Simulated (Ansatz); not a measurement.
Results of r²SCAN in Ansatz (plane waves, PAW) for GePd (model structure, started from the CsCl type, Pm-3m, No. 221, 2 atoms in the cell).

The input as run:

Ansatz 0.2 input:
```yaml
crystal:
  lattice:
    - [3.1612414647, 0.0, 0.0]
    - [0.0, 3.1612414647, 0.0]
    - [0.0, 0.0, 3.1612414647]
  atoms:
    - { symbol: Pd, position: [0.0, 0.0, 0.0] }
    - { symbol: Ge, position: [0.5, 0.5, 0.5] }
basis:
  ecutwfc: 560
  ecutrho_ratio: 4
  xc_grid: 3
kpoints:
  mp_grid: { grid: [18, 18, 18] }
hamiltonian:
  xc: r2scan
  dispersion: none
  pseudopotentials: { kind: paw }
scf:
  occupations: { method: fermi_dirac, width: 0.05 }
output:
  forces: true
  stress: true
  eigenvalues: true
relax:
  f_tol: 0.004
  escape_saddle: false
  max_steps: 80
```

The run printed, among other lines:

```
WARN output.stress: scf.convergence.dr2_threshold = 1e-7 eV (the SCF's general default) is looser than the 2e-10 eV advised for a printed stress (1e-10 eV for …
Relaxation: its limit of steps is 80 (relax.max_steps)
Crystal: 2 atoms, lattice volume = 31.592 Å³
Basis set: ecut = 560 eV, 949 PW (Γ), exchange–correlation on 75×75×75 points (27 copies of the dense FFT grid, shifted against one another)
Bands: 20, of which v1, the nominal top of the filled ones, is band 16 counted from 1 (15 counted from 0)
Symmetry: 48 space group operations
Space group: Pm-3m (ITA 221), of the structure as read, at distance tolerance 3.2e-5 Å
k-points: 220 of 5832
Functional: x = r2scan, c = r2scan; τ floored in thin density (d = 2e-4 eV/Å³)
SCF iter   1: F=—  HF=-11288.952445 eV  |F-HF|=—  |Δ(HF+E_count)|=         —  Δρ=1.27e-2  dr2=2.91e-2  dr2_τ=7.66e-3
SCF iter   2: F=—  HF=-11288.961956 eV  |F-HF|=—  |Δ(HF+E_count)|=   9.51e-3  Δρ=6.03e-3  dr2=3.47e-3  dr2_τ=5.53e-4
  ...
SCF 1 converged in 8 iterations: F = -11288.962016 eV  dr2 = 9.58e-9
relax step   1: F+E_penalty+E_count = -11288.96201603 eV  Δ(F+E_penalty+E_count) = +0.000e0 eV  max|allowed force component| = 1.519e-29 eV/Å  Δτ_max = 0.0000 Å  (8 SCF iters, accepted)
Crystal: 2 atoms, lattice volume = 31.592 Å³
Initial density: handed on by an earlier stage of this run
SCF iter   1: F=—  HF=-11288.962016 eV  |F-HF|=—  |Δ(HF+E_count)|=         —  Δρ=4.87e-6  dr2=9.58e-9  dr2_τ=1.23e-10
SCF iter   2: F=-11288.962016 eV  HF=-11288.962016 eV  |F-HF|=1.08e-8  |Δ(HF+E_count)|=   3.04e-9  Δρ=6.11e-6  dr2=1.33e-8  dr2_τ=1.11e-9
SCF 2 converged in 2 iterations: F = -11288.962016 eV  dr2 = 1.33e-8
SCF converged after 2 iterations
Free energy (F): -11288.962016 eV
Internal energy: -11288.954408 eV  (E = F + TS)
E sigma→0 (E₀):  -11288.958212 eV
Fermi energy:    16.393656 eV
--- Forces (eV/Å), atoms counted from 1 ---
  atom   1  Pd    -0.00000000     0.00000000     0.00000000
  atom   2  Ge     0.00000000     0.00000000    -0.00000000
--- Stress (GPa, compression-positive) ---
       -2.535435      -0.000000       0.000000
        0.000000      -2.535435       0.000000
        0.000000       0.000000      -2.535435
  P = ⅓ Tr σ = -2.5354 GPa (-25.354 kbar)
```

The cell is one volume of an energy–volume scan, off the minimum.

The PAW data were made under PBE.

Note: the relaxation could raise the start's symmetry but not lower it, so the cell can be a saddle point.

A model structure was made by putting elements into a prototype or built by hand; it is no filed structure, need not be a known phase, and can be a saddle point held by its symmetry.

Ansatz is an electronic-structure program.
